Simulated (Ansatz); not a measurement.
B20 (FeSi-type) FeGe, treated with PBE in Ansatz (PAW).

Run with plane-wave cutoff 520 eV, 12×12×12 k mesh, Fermi–Dirac smearing 0.05 eV, spin-polarised with parallel moments, scalar-relativistic PAW data made under PBE.

Computed at the level's own relaxed cell.

### Question
Give the computed bulk modulus, magnetic moment (largest site, within a sphere), volume per atom and lattice constant a.

### Answer

- bulk modulus: 158 GPa
- magnetic moment (largest site, within a sphere): 1.16 μB
- volume per atom: 12.68 Å³/atom
- lattice constant a: 4.664 Å

The run finds no gap.

Measured, for comparison: bulk modulus 147 ± 3 GPa (82 K, zero-point motion not removed; as tabulated in Wilhelm et al. (2007), arXiv:cond-mat/0703031); equilibrium volume per atom 12.97 Å³/atom (295 K, no zero-point or thermal correction; as tabulated in Wilhelm et al. (2007), arXiv:cond-mat/0703031); lattice constant a 4.699 Å (295 K, no zero-point or thermal correction, our sources range from 4.689 to 4.699; as tabulated in Wilhelm et al. (2007), arXiv:cond-mat/0703031). Computed (rounded) less measured: bulk modulus +7 %, equilibrium volume per atom -2.2 %, lattice constant a -0.7 % (-0.5 % to -0.7 % over the range). A static lattice is as a rule a little smaller and stiffer than an uncorrected measurement, which narrows the difference in the lattice constant a and would widen misses of the other sign.

Note: the collinear magnetic order is the start's and need not be the measured one; the bulk modulus comes from volumes at which shape and atoms were relaxed.

Moments are spin moments.

Ansatz is a quantum-chemistry and plane-wave program.
